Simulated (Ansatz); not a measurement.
Consider a periodic stack without vacuum, bcc Ta (0 0 1) on rutile SnO2 (1 1 0) (film strained to the substrate, started from cuts of the bulks and a machine-learned relaxation; slabs Sn6O14 and Ta12, which can lie off the formulas): substrate slab Sn6O14, film Ta12, surface cells [[0, 1], [-1, 0]] and [[0, 2], [-1, 0]], film strained by -2.4 and +2.8 %, outermost planes O/O and Ta/Ta as cut, which need not be the usual terminations and can put a slab off its formula. Its start:

```yaml
crystal:
  lattice:
    - [6.82701, 0.00000, 0.15224]
    - [0.00000, 3.23842, -0.07411]
    - [3.38115, 0.26094, 21.91710]
  atoms:
    - { symbol: Sn, position: [0.45620, 0.96587, 0.12272] }
    - { symbol: Sn, position: [0.95715, 0.44141, 0.12061] }
    - { symbol: O, position: [0.51891, 0.02549, 0.02687] }
    - { symbol: O, position: [0.65240, 0.46338, 0.11869] }
    - { symbol: O, position: [0.26478, 0.46290, 0.11712] }
    - { symbol: O, position: [0.99607, 0.91550, 0.05373] }
    - { symbol: Sn, position: [0.85691, 0.96895, 0.27954] }
    - { symbol: Sn, position: [0.35535, 0.47236, 0.27946] }
    - { symbol: O, position: [0.91998, 0.95239, 0.18056] }
    - { symbol: O, position: [0.05057, 0.46916, 0.27690] }
    - { symbol: O, position: [0.66188, 0.46938, 0.28053] }
    - { symbol: O, position: [0.39527, 0.96856, 0.21788] }
    - { symbol: Sn, position: [0.26807, 0.99089, 0.43622] }
    - { symbol: Sn, position: [0.76404, 0.48907, 0.43823] }
    - { symbol: O, position: [0.30884, 0.97760, 0.34022] }
    - { symbol: O, position: [0.46140, 0.49138, 0.43245] }
    - { symbol: O, position: [0.06626, 0.49169, 0.44856] }
    - { symbol: O, position: [0.81762, 0.98235, 0.37740] }
    - { symbol: O, position: [0.70284, 0.99551, 0.50094] }
    - { symbol: O, position: [0.28139, 0.01041, 0.53047] }
    - { symbol: Ta, position: [0.72114, 0.54679, 0.66219] }
    - { symbol: Ta, position: [0.23919, 0.54753, 0.67219] }
    - { symbol: Ta, position: [0.04202, 0.03767, 0.59831] }
    - { symbol: Ta, position: [0.50858, 0.02870, 0.58446] }
    - { symbol: Ta, position: [0.64500, 0.57132, 0.81865] }
    - { symbol: Ta, position: [0.14386, 0.57209, 0.81751] }
    - { symbol: Ta, position: [0.93222, 0.06086, 0.74035] }
    - { symbol: Ta, position: [0.44572, 0.05961, 0.74259] }
    - { symbol: Ta, position: [0.55743, 0.54290, 0.96723] }
    - { symbol: Ta, position: [0.05330, 0.63578, 0.96894] }
    - { symbol: Ta, position: [0.85439, 0.07894, 0.89171] }
    - { symbol: Ta, position: [0.34726, 0.07969, 0.89231] }
```

The start was prepared with a machine-learned potential, and the result is one local minimum, with the in-plane cell held and forces under 0.04 eV/Å; the film can end far from its bulk form.

The numbers are results of PBE (plane waves to 420 eV, PAW; Ansatz, a first-principles code), not measurements. Spin–orbit coupling is left out; the runs are not spin-polarised. Its k-point mesh 5×10×1, Fermi–Dirac width 0.05 eV.

**Question.** Predict the relaxed interface.

**Answer.** 
```
Property                                                                                   Result
--------------------------------------------------------------------------------  ---------------
interface area                                                                            22.1 Å²
period                                                                                    21.98 Å
heights between the nearest atoms of the two slabs at the two interfaces          1.18 and 1.28 Å
O–Ta contacts across the interfaces within 1.22 times the sum of covalent radii    6, mean 2.06 Å
Sn–Ta contacts across the interfaces within 1.22 times the sum of covalent radii   3, mean 3.61 Å
```
